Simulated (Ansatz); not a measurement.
The parent structure is W in the bcc (W type) structure (space group Im-3m, No. 229; a = 3.184 Å; relaxed with 0.1 eV smearing).

Method: Ansatz (an electronic-structure program), PBE, PAW, cutoff 420 eV, without spin-orbit coupling, earlier PAW set.

Base values:

- Pressure = 0.0 GPa
- Band gap = zero

Modification: every lattice vector is shortened by 0.74 %; the atoms relax in the strained cell.

Problem. What happens to the energy relative to the base?

Solution. The energy grows by 7.7 meV/atom.

Problem. What does the calculation give for the pressure after the change?

Solution. The pressure goes from zero to 7.1 GPa.

Problem. What happens to the band gap?

Solution. The band gap is still zero.

No phonon test of stability was made. All final runs are without spin polarisation.
